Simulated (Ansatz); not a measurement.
**HgSe, response to strain**

Base system: HgSe in the zinc blende structure (space group F-43m, No. 216; a = 6.1333 Å). Axes: x, y, z lie along the cube axes.

Strains are applied to the cell and any free atomic positions relax; under biaxial strain the out-of-plane vector relaxes too; under stress the whole cell relaxes.

Method: PBEsol in Ansatz (plane waves to 420 eV, PAW, scalar-relativistic without spin-orbit coupling).

Notes on the quantities. energy relative to the base: free energy F.

```csv
change,space group,energy relative to the base,volume per atom
base,F-43m (No. 216),0 meV/atom,28.84 Å³
"biaxial strain −4.62 %, plane normal [001], relaxed out of plane",I-4m2 (No. 119),+16 meV/atom,___
"biaxial strain +2.04 %, plane normal [001], relaxed out of plane",I-4m2 (No. 119),___,29.08 Å³
"biaxial strain +2.82 %, plane normal [001], relaxed out of plane",I-4m2 (No. 119),+5.1 meV/atom,29.15 Å³
uniaxial strain ε_yy = −2.74 %,I-4m2 (No. 119),+4.2 meV/atom,28.05 Å³
uniaxial strain ε_yy = −0.27 %,I-4m2 (No. 119),0.0 meV/atom,28.76 Å³
uniaxial strain ε_zz = +1.38 %,I-4m2 (No. 119),+1.1 meV/atom,29.24 Å³
tensor shear ε_xz = −3.65 %,Imm2 (No. 44),+11 meV/atom,28.80 Å³
"uniaxial stress, 0.5 GPa tension along z",I-4m2 (No. 119),+1.0 meV/atom,28.92 Å³
tensor shear ε_xz = −0.65 %,Imm2 (No. 44),+0.3 meV/atom,28.84 Å³
```

Task: What belongs in the blanks?

Result: 
- biaxial strain −4.62 %, plane normal [001], relaxed out of plane, volume per atom: 28.01 Å³
- biaxial strain +2.04 %, plane normal [001], relaxed out of plane, energy relative to the base: +2.7 meV/atom

A case with no gap was solved on a k-mesh chosen for an insulator, which is coarse for it. Stability under load was not tested beyond the relaxation. The final runs are not spin-polarised.

Ansatz is an electronic-structure program.
